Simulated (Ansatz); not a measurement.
Take SiS₂ in the 2H-MoS2 type structure (space group P6_3/mmc, No. 194; a = 3.210 Å, c = 11.768 Å; a hypothetical phase, not in the database extracts checked; layered, stacked along the Cartesian z axis) as the base.

(Cell as relaxed with PBE-D3(BJ).)

Levels (all Ansatz, an electronic-structure program, PAW, earlier PAW set): PBE-D3(BJ) (420 eV, no SOC); PBEsol-D3(BJ) (420 eV, scalar-relativistic without spin-orbit coupling).

Each level relaxes its own structure.

```json
[
 {"base": "volume per atom", "PBE-D3(BJ)": "17.50 Å³", "PBEsol-D3(BJ)": "16.51 Å³"},
 {"base": "lattice parameter a", "PBE-D3(BJ)": "3.210 Å", "PBEsol-D3(BJ)": "3.179 Å"},
 {"base": "band gap", "PBE-D3(BJ)": "zero", "PBEsol-D3(BJ)": "zero"}
]
```

Now apply this change: cell and atoms relaxed at a pressure of 45 GPa.

```csv
quantity,PBE-D3(BJ),PBEsol-D3(BJ)
lattice parameter a,2.949 Å,[?]
band gap,zero,[?]
```

Problem. Predict the PBEsol-D3(BJ) column.

Solution. 
- lattice parameter a, PBEsol-D3(BJ): 2.928 Å
- band gap, PBEsol-D3(BJ): zero

PBE-D3(BJ)'s lattice parameter a lies 0.021 Å above PBEsol-D3(BJ)'s (0.7 %); the two agree on the band gap. Neither level is exact; PBEsol-D3(BJ) is the comparison here, not a measurement.

Load acts through the strain it causes; cell and atoms are relaxed under it. Stability against distortions was not tested. Competing high-pressure phases were not computed. All final runs are without spin polarisation. The zero or small gap of SiS2 can change with the level of theory.
